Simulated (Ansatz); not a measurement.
System: TlAsS2 (P2₁/c, No. 14). Method: r²SCAN (Ansatz, a quantum-chemistry and plane-wave program, PAW).

Settings: plane-wave cutoff 560 eV, 6×4×4 k mesh (along the axes of the cell as run), Fermi–Dirac smearing 0.01 eV, scalar-relativistic PAW data made under PBE.

Cell (measured lattice):

Space group P2₁/c (No. 14); a = 6.1140 Å, b = 11.3130 Å, c = 12.2960 Å, α = 90.00°, β = 104.21°, γ = 90.00°

```json
[
 {"atom": "Tl", "site": "4e", "symmetry": "1", "x": "0.1628", "y": "0.3121", "z": "0.0523"},
 {"atom": "Tl", "site": "4e", "symmetry": "1", "x": "0.7356", "y": "0.0557", "z": "0.1011"},
 {"atom": "As", "site": "4e", "symmetry": "1", "x": "0.2270", "y": "0.8351", "z": "0.1948"},
 {"atom": "As", "site": "4e", "symmetry": "1", "x": "0.4660", "y": "0.0863", "z": "0.3647"},
 {"atom": "S", "site": "4e", "symmetry": "1", "x": "0.7150", "y": "0.3110", "z": "0.1220"},
 {"atom": "S", "site": "4e", "symmetry": "1", "x": "0.1880", "y": "0.5570", "z": "0.1510"},
 {"atom": "S", "site": "4e", "symmetry": "1", "x": "0.4250", "y": "0.2880", "z": "0.3330"},
 {"atom": "S", "site": "4e", "symmetry": "1", "x": "0.2710", "y": "0.0390", "z": "0.1830"}
]
```

Task: What does this level give for the band gap, smallest direct gap on the k points sampled and direct gap at Γ?

Result: 
- band gap: 1.78 eV
- smallest direct gap on the k points sampled: 2.00 eV
- direct gap at Γ: 2.04 eV

Measured, for comparison: band gap 1.8 ± 0.1 eV (temperature not stated, not corrected to a static lattice, crystals; values from its Ref. 18; as tabulated in Spesyvykh et al. (2024), doi:10.15330/pcss.25.4.795-800).

Note: cell and atoms aren't relaxed at this level (largest force component 0.30 eV/Å, pressure 0.9 GPa).

Spin–orbit coupling is not included; with these elements it can move the gap by several tenths of an eV or more.

Static lattice: no zero-point or thermal effects.

The result took roughly 26 core-minutes.
